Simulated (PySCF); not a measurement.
PySCF 2.14.0, unrestricted B3LYP/def2-svp, df: Fe(SH)2(OH2)2 ([OH2]->[Fe](<-[OH2])([SH])[SH]), charge 0, multiplicity 5, 11 atoms. The geometry is a generated start, not checked to be a minimum at this level.

| Item | Value |
|---|---|
| task | energy |
| method | b3lyp |
| basis | def2-svp |
| two-electron scheme | density fitting |
| mol.max_memory | 3000 MB |
| mf.max_cycle | 100 |
| mf.init_guess | minao (default) |
| mf.DIIS | CDIIS (default) |
| mf.diis_space | 8 (default) |
| mf.conv_tol | 1e-09 (default) |
| mf.grids.level | 3 (default) |
| basis functions | 125 |
| grid points | 145680 |

```xyz
11

Fe     0.3336     0.0297    -0.0627
S      1.2668    -0.1559    -2.1268
H      2.4919    -0.0112    -1.6278
S      1.3464     0.5002     1.8977
H      0.2733     0.5604     2.6802
O     -1.2985     1.6715    -0.3803
H     -1.2980     1.9093    -1.3134
H     -1.1090     2.4739     0.1154
O     -0.8119    -1.9737     0.3017
H     -0.4093    -2.4874     1.0091
H     -0.7854    -2.5166    -0.4929
```

Charge 0 and multiplicity 5 are set for this test and not shown to be the ground state.

One run each on 2 threads, 1 BLAS thread. Values of level_shift (Hartree) tried: 0 (default), 0.1, 0.3, 1.

### Question
How does the count of Fock builds change with level_shift (Hartree), and where is it least?

### Answer
Fewest Fock builds: 0 (default) with 32. The count rises to 86 at 1. All converge to one solution.

| level_shift (Hartree) | Fock builds | end |
|---|---|---|
| 0 (default) | 32 | same solution |
| 0.1 | 69 | same solution |
| 0.3 | 70 | same solution |
| 1 | 86 | same solution |
